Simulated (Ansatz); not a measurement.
An Ansatz (an electronic-structure program) input (DFT with PBEsol, PAW potentials and a 420 eV plane-wave cutoff in Ansatz, no spin-orbit coupling):

Ansatz 0.2 input:
```yaml
crystal:
  lattice:
    - [-2.7548649566, 2.8651060664, 5.4547533703]
    - [2.9753471762, -2.8651060664, 5.5693576129]
    - [2.7548649566, 2.8651060664, -5.4547533703]
  atoms:
    - { symbol: Ge, position: [0.5, 0.5, 0] }
    - { symbol: Cu, position: [0.25, 0.75, 0.5] }
    - { symbol: Cu, position: [0.75, 0.25, 0.5] }
    - { symbol: Se, position: [0.4041980311, 0.4041980311, 0.5343767094] }
    - { symbol: Se, position: [0.5958019689, 0.1301786783, 0] }
    - { symbol: Se, position: [0.8698213217, 0.8698213217, 0.4656232906] }
    - { symbol: Se, position: [0.1301786783, 0.5958019689, 0] }
    - { symbol: Cd, position: [0, 0, 0] }
basis: { ecutwfc: 420, ecutrho_ratio: 4, xc_grid: 2, fft_grid_basis: typed }
kpoints: { mp_grid: { grid: [8, 8, 8] } }
hamiltonian:
  xc: pbesol
  dispersion: none
  pseudopotentials: { kind: paw }
scf: { occupations: { method: fermi_dirac, width: 0.05 }, convergence: { dr2_threshold: 0.0000000008 } }
relax: { f_tol: 0.005, max_steps: 50 }
output: { forces: true, stress: true }
checkpoint: { write: state.ck, write_every: 1000 }
```

Q: Which symmetry and how many k-points will the program report, and about how many plane waves at Γ?

A: Space group C2 (ITA 5) with 2 operations, k-points 150 of 512, and 3559 plane waves at Γ.

The cells carry an imposed strain or load. Stability against distortions was not tested. The final runs are not spin-polarised. The cell was made from CdCu$_{2}$GeSe$_{4}$ (space group I-42m, No. 121) by this change: tensor shear ε_xz = +2.00 %.
